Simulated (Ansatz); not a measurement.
Results of LDA (plane waves, PAW; Ansatz, a first-principles code) for CsCl-type LiF (model structure).

Settings: plane-wave cutoff 500 eV, 12×12×12 k mesh, gaussian smearing 0.02 eV, scalar-relativistic PAW data made under PBE.

Cell (relaxed at this level):

Space group Pm-3m (No. 221); a = 2.465 Å, b = 2.465 Å, c = 2.465 Å, α = 90.00°, β = 90.00°, γ = 90.00°

| atom | site | symmetry | x | y | z |
|---|---|---|---|---|---|
| Li | 1a | m-3m | 0.0000 | 0.0000 | 0.0000 |
| F | 1b | m-3m | 0.5000 | 0.5000 | 0.5000 |

Task: Give the computed band gap.

Result: 
- band gap: 8.30 eV (on the SCF k mesh)

Note: the relaxation could raise the start's symmetry but not lower it, so the cell can be a saddle point.

Computed values are for the static lattice.

The result took about 4 core-seconds (a rough figure).

A model structure was made by putting elements into a prototype or built by hand; it is no filed structure, need not be a known phase, and can be a saddle point held by its symmetry.
